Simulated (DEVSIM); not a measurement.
Structure: GaP p-i-n diode, at 400 K.

```
layer (left to right)  material  thickness (μm)  Nd (cm⁻³)  Na (cm⁻³)  τn (s)  τp (s)
---------------------  --------  --------------  ---------  ---------  ------  ------
1                           GaP            1.60          -     1.4e19  2.8e-6  2.8e-6
2                           GaP            11.0     1.6e13          -  2.8e-6  2.8e-6
3                           GaP           0.320     3.5e17          -  2.8e-6  2.8e-6
```

Left contact: ohmic. Right contact: ohmic. Voltage is applied to the left contact. Recombination: SRH at mid-gap. Mobility is μmin + (μ − μmin)/(1 + (N/Nref)^α).

The device is made up for the run: typed textbook-type constants, with dimensions and the other settings drawn at random. Values at 300 K; Nc and Nv go as T^1.5, mobilities as T to minus their exponent, the gap by Varshni's rule with the affinity fixed.

| parameter | GaP |
|---|---|
| gap (eV) | 2.26 |
| affinity (eV) | 3.8 |
| permittivity | 11.1 |
| Nc (cm⁻³) | 1.8e19 |
| Nv (cm⁻³) | 1.9e19 |
| μn (cm²/Vs) | 250 |
| μp (cm²/Vs) | 150 |
| μn,min | 10 |
| μp,min | 10 |
| Nref,n | 4.4e18 |
| Nref,p | 1e18 |
| αn | 0.8 |
| αp | 0.85 |
| T exponent of μn | 1.6 |
| T exponent of μp | 1.98 |
| Varshni α (eV/K) | 0.00058 |
| Varshni β (K) | 372 |

DEVSIM, 1D drift-diffusion, Boltzmann statistics, complete ionisation; no tunnelling, impact ionisation, image-force lowering or self-heating.

Task: Tabulate band edges, carrier densities and field at zero bias.

Result: Energies count from the Fermi level of the right contact; mesh points crowd at the junctions.

```tsv
x (μm)	Ec (eV)	Ev (eV)	n (cm⁻³)	p (cm⁻³)	field (V/cm)
0.000	2.192	-0.025	< 1e2	1.4e19	≈ 0
0.03927	2.192	-0.025	< 1e2	1.4e19	≈ 0
0.1408	2.192	-0.025	< 1e2	1.4e19	≈ 0
0.4204	2.192	-0.025	< 1e2	1.4e19	≈ 0
1.187	2.192	-0.025	< 1e2	1.4e19	≈ 0
1.455	2.192	-0.025	< 1e2	1.4e19	≈ 0
1.559	2.192	-0.025	< 1e2	1.4e19	≈ 0
1.608	2.064	-0.153	< 1e2	3.4e17	-62000
1.664	1.939	-0.279	< 1e2	9.0e15	-10000
1.811	1.853	-0.365	< 1e2	7.4e14	-3900
2.198	1.737	-0.480	< 1e2	2.6e13	-2600
3.861	1.348	-0.869	290	3.2e8	-2100
7.531	0.746	-1.471	1.1e10	< 1e2	-1200
10.70	0.502	-1.716	1.3e13	< 1e2	-470
12.12	0.410	-1.807	1.9e14	< 1e2	-1300
12.44	0.344	-1.874	1.3e15	< 1e2	-3700
12.55	0.273	-1.944	1.0e16	< 1e2	-11000
12.60	0.194	-2.023	1.0e17	< 1e2	-34000
12.65	0.151	-2.067	3.5e17	< 1e2	-93
12.76	0.151	-2.067	3.5e17	< 1e2	≈ 0
12.86	0.151	-2.067	3.5e17	< 1e2	≈ 0
12.92	0.151	-2.067	3.5e17	< 1e2	≈ 0
```
